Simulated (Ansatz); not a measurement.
Effect of Os on a W site, symmetric start on W

Start from a 27-atom supercell of W in the bcc (W type) structure (space group Im-3m, No. 229; a = 3.154 Å) at its relaxed geometry.

Now apply this change: a neutral Os on a W site, symmetric start, atoms relaxed at fixed cell.

Computed with PBEsol in Ansatz (plane waves to 420 eV, PAW, no spin-orbit coupling). k-mesh 5×5×5 (Γ-centred); smearing 0.05 eV (Fermi–Dirac).

```csv
quantity,base,changed,shift
pressure,0.2 GPa,-1.1 GPa,-1.3 GPa
energy gained by relaxation,–,0.01 eV,–
largest displacement of a host atom from its site in the perfect cell,–,0.01 Å,–
```

Cost of the whole job for the changed cell (relaxation, final SCF and bands): around 3 core-minutes (rough).

In so small a cell the defect repeats every few ångströms: this is an ordered compound, not a dilute defect. The defect started on the symmetric site and kept its symmetry, so it may sit on a saddle. All final runs are without spin polarisation. The defect cell is not spin-polarised.

Ansatz is a program for electronic structure.
